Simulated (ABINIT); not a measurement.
# Short convergence ladders for WS2 (R3m, 3 atoms in the cell)

```yaml
crystal:
  lattice:
    - [1.58766, 0.91663, 6.47033]
    - [-1.58766, 0.91663, 6.47033]
    - [0.00000, -1.83327, 6.47033]
  atoms:
    - { symbol: W, position: [0.00325, 0.00325, 0.00325] }
    - { symbol: S, position: [0.41411, 0.41411, 0.41411] }
    - { symbol: S, position: [0.25392, 0.25392, 0.25392] }
```

Base method: LDA (PW92), PAW (JTH v2.0 LDA PAW) (plane waves; ABINIT).

Base settings: pseudos = [W.LDA_PW-JTH.xml, S.LDA_PW-JTH.xml]; ecut = 21 Ha; pawecutdg = 42 Ha; occopt = 1; ngkpt = 4 4 4; nshiftk = 1; shiftk = 0 0 0; potentials = JTH v2.0 LDA PAW; nband = 15; kptopt = 1.

The count of work is k-points × plane waves × bands × iterations; it is no time. 

**Shifted k-point meshes**

In this ladder: shiftk = 0.5 0.5 0.5.

Only quantities that move along the ladder and can be compared are tabulated.

These are the values that this program gave, and no reference: the one-centre exchange-correlation terms come from a truncated expansion.

```tsv
ngkpt	free energy less the last step's (meV/atom)	pressure (GPa)	largest difference of a force vector from the last step's (eV/Å)	count of work / last
2 2 2	346.11	-1.60	0.642	0.0071
3 3 3	9.67	-4.36	0.228	0.022
4 4 4	-18.78	-4.72	0.059	0.035
6 6 6	0.73	-4.33	0.007	0.094
8 8 8	0.05	-4.34	0.000	0.22
10 10 10	-0.03	-4.34	0.000	0.39
11 11 11	0.01	-4.34	0.000	0.49
14 14 14	0.00	-4.34	0.000	1.0
```

Coarsest ngkpt that holds the forces within 0.005 eV/Å of the last step, with all finer ones: 8 8 8, at 0.22 of the last step's count of work; the step before is off by 0.007 eV/Å.

Coarsest ngkpt that holds the free energy within 1 meV/atom of the last step, with all finer ones: 6 6 6, at 0.094 of the last step's count of work; the step before is off by 19 meV/atom.

Coarsest ngkpt that holds the pressure within 0.1 GPa of the last step, with all finer ones: 6 6 6, at 0.094 of the last step's count of work; the step before is off by 0.38 GPa.

**The SCF threshold**

In this ladder: tolvrs = default.

The mesh stays at the base's, so the ladder's end is converged at best in this setting alone.

Only quantities that move along the ladder and can be compared are tabulated.

These are the values that this program gave, and no reference: the one-centre exchange-correlation terms come from a truncated expansion.

```csv
toldfe,pressure (GPa),largest difference of a force vector from the last step's (eV/Å),count of work / last
0.0037 Ha,-5.64,0.031,0.41
0.00037 Ha,-5.19,0.016,0.53
3.7e-05 Ha,-5.19,0.016,0.53
3.7e-06 Ha,-4.62,0.004,0.59
3.7e-07 Ha,-4.62,0.004,0.59
3.7e-08 Ha,-4.77,0.001,0.65
3.7e-09 Ha,-4.73,0.000,0.76
3.7e-12 Ha,-4.72,0.000,1.0
```

Coarsest toldfe that holds the pressure within 0.5 GPa of the last step, with all finer ones: 0.00037 Ha; the step before is off by 0.91 GPa.

Coarsest toldfe that holds the forces within 0.01 eV/Å of the last step, with all finer ones: 3.7e-06 Ha; the step before is off by 0.016 eV/Å.

Two neighbours can agree and both be off: 0.00037 Ha and 3.7e-05 Ha differ by 0.00 GPa in the pressure, yet lie about 0.46 GPa from the last step.

On the base run: the starting cell comes from a database of computed structures (which also holds hypothetical and non-ambient phases and stackings), without a prior relaxation at this level. Its lattice was rescaled by up to half a per cent. One atom was moved a little off its site on purpose. Spin polarisation is off. In the base run, with a pressure of about -5 GPa the cell is away from its equilibrium volume at this level. In the base run, forces exceed 1 eV/Å.

Left out of this page: 1 run of the series failed or unconverged.
